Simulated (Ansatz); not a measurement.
## What each level gives and costs: Na₂PdSe₂ (Cmc2_1, 10 atoms in the cell)

Cell: a = 5.7668 Å, b = 5.7668 Å, c = 11.5203 Å, α = 90.00°, β = 90.00°, γ = 141.71°.

Program: Ansatz (a quantum-chemistry and plane-wave program), default PAW files made with PBE; each row names its functional.

Base settings: basis.ecutwfc = 420 eV; kpoints.mp_grid.grid = 3 3 1; hamiltonian.xc = hse06; hamiltonian.pseudopotentials = {kind: paw} (the program's default PAW files); scf.occupations.method = fixed.

Differences are taken from HSE06, a reference of convenience: it is no measurement, and no ranking of the functionals follows.

Core times come from one kind of shared machine and are given to one figure; runs under 30 s give none.

The starting cell comes from a database of computed structures (which also holds hypothetical and non-ambient phases and stackings), without a prior relaxation at this level. Its lattice was rescaled by a random factor within 2.5 % of one. Ansatz's pressure includes its estimate of the finite-basis (Pulay) stress. Another mesh or the band path of this cell gives a smaller gap, so this value is not converged in the mesh.

```tsv
level	gap on the mesh less reference (eV)	pressure less reference (GPa)	largest difference in the force on any atom (eV/Å)	core time / reference (rough)
PBEsol	-0.990	-0.79	0.107	–
PBE0	0.697	-0.03	0.004	0.9
HSE06	0.000	0.00	0.000	1
```

PBEsol ran in under 30 s, against roughly 100 s for HSE06.

Keys are those of Ansatz 0.2.
